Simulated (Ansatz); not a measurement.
What pressure −2 GPa does to Zr

The parent structure is Zr in the hcp (Mg type) structure (space group P6_3/mmc, No. 194; a = 3.232 Å, c = 5.174 Å).

Now apply this change: a negative pressure, −2 GPa.

Computed with plane-wave PAW DFT at the PBE level (Ansatz, an electronic-structure program, 420 eV), no SOC, earlier PAW set. k-mesh 17×17×9 (Γ-centred); smearing 0.05 eV (Fermi–Dirac).

The volume per atom goes up by 0.525 Å³ (23.40 Å³ → 23.92 Å³) and the density drops by 0.14 g/cm³ to 6.33 g/cm³. The lattice parameter a rises by 0.0256 Å to 3.257 Å and the c/a ratio falls by 0.002, from 1.601 to 1.599. The band gap remains zero.

Load acts through the strain it causes; cell and atoms are relaxed under it. Stability against distortions was not tested. All final runs are without spin polarisation.
